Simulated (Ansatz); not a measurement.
## CdS: response to strain

Base system: CdS in the zinc blende structure (space group F-43m, No. 216; a = 5.927 Å).

Strains are applied to the cell and any free atomic positions relax.

The values are results of DFT with PBE, PAW potentials and a 420 eV plane-wave cutoff in Ansatz (a quantum-chemistry and plane-wave program), no spin-orbit coupling, not measurements.

| isotropic strain (%) | pressure (GPa) |
|---|---|
| -3 | 6.0 |
| -2.5 | 4.8 |
| -2 | 3.7 |
| -1 | 1.7 |
| 0 | 0.0 |
| 1 | -1.5 |
| 1.5 | -2.2 |
| 2 | ? |
| 2.5 | -3.3 |

Fit P = P₀ − Bδ + Cδ² with δ = (1 + ε)³ − 1 to the rows shown and predict the withheld row.

Least squares on the printed values gives P₀ = 0.0 GPa, B = 54.6 GPa, C = 160 GPa (largest residual 0.0 GPa); this predicts -2.8 GPa, and the run gives -2.8 GPa, in agreement.

Stability against distortions was not tested.
